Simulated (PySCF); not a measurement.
PySCF 2.14.0, unrestricted WB97X/def2-svpd, df: F[S](F)F, charge 0, multiplicity 2, 4 atoms. The geometry is a generated start, not checked to be a minimum at this level.

```json
{
  "task": "energy",
  "method": "wb97x",
  "basis": "def2-svpd",
  "two_electron_scheme": "density fitting",
  "mol.max_memory": "3000 MB",
  "mf.max_cycle": "100",
  "mf.init_guess": "minao (default)",
  "mf.DIIS": "CDIIS (default)",
  "mf.diis_space": "8 (default)",
  "mf.conv_tol": "1e-09 (default)",
  "mf.grids.level": "3 (default)",
  "basis_functions": "96",
  "grid_points": "61672"
}
```

```xyz
4

F      1.6518    -0.5481     0.0693
S      0.2182     0.3692     0.0200
F     -1.2756     1.1851     0.0222
F     -0.5944    -1.0062    -0.1116
```

Charge 0 and multiplicity 2 are set for this test and not shown to be the ground state.

One run each on 2 threads, 1 BLAS thread. Values of level_shift (Hartree) tried: 0 (default), 0.1, 0.3, 1.

**Question.** How does the count of Fock builds change with level_shift (Hartree), and where is it least?

**Answer.** Fewest Fock builds, within one of each other: 0 (default) with 15, 0.1 with 16. The count rises to 29 at 1. All converge to one solution.

```tsv
level_shift (Hartree)	Fock builds	end
0 (default)	15	same solution
0.1	16	same solution
0.3	18	same solution
1	29	same solution
```
